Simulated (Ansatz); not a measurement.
Consider the following.

```
BP
1.0
    0.00000     2.19982     2.19982
    2.19982     0.00000     2.19982
    2.19982     2.19982     0.00000
B P
1 1
Direct
  0.00000   0.00000   0.00000
  0.25000   0.25000   0.25000
```

These are r2SCAN with spin-orbit coupling, rigid bands (plane waves, PAW; Ansatz, an electronic-structure program) values and carry that method's errors. Condition of this run: hydrostatic pressure of 16 GPa (compression positive) (the target of the relaxation). How the cell was made: cell and atoms relaxed with PBEsol, then loaded as said.

### Question
What conductivity effective mass do dilute holes have at 300 K?

### Answer
0.41 mₑ.

### Question
What conductivity effective mass do dilute electrons have at 300 K?

### Answer
0.33 mₑ.

### Question
And the band gap?

### Answer
1.26 eV at this level; semilocal functionals usually fall short of the measured gap.

Rigid bands, one relaxation time for all states, no polarons. Geometry: cell and atoms relaxed with PBEsol.
